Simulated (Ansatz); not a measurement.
Take Rh2Ge (space group Pnma, No. 62; a = 5.4914 Å, b = 4.0106 Å, c = 7.5779 Å) as the base. Axes: x, y, z lie along a, b, c of the conventional cell.

Computed with r2SCAN (Ansatz, a quantum-chemistry and plane-wave program), without spin-orbit coupling, earlier PAW set.

Before the change:

- Pressure: 0.0 GPa
- Shortest interatomic distance: 4.666 bohr
- Band gap: zero

The change: uniaxial strain ε_zz = +5.96 %, all other strain components held at zero, atoms relaxed at fixed cell.

Question: Estimate the effect on the pressure.

Answer: The pressure (mean of the normal stresses, compression positive) goes from zero to -11.1 GPa.

Question: What happens to the energy relative to the base?

Answer: The energy increases by 42 meV/atom.

Question: How does this affect the largest internal atomic displacement?

Answer: The largest internal atomic displacement is 0.038 Å.

Question: What does the calculation give for the shortest interatomic distance after the change?

Answer: The shortest interatomic distance increases by 0.0235 bohr to 4.689 bohr.

Question: How does this affect the band gap?

Answer: The band gap is still zero.

Without a gap, meshes like the base's 7×9×5 leave anisotropic stresses uncertain by several tenths of a GPa, and small strain energies with them. Whether these cells are dynamically stable was not tested. All final runs are without spin polarisation.
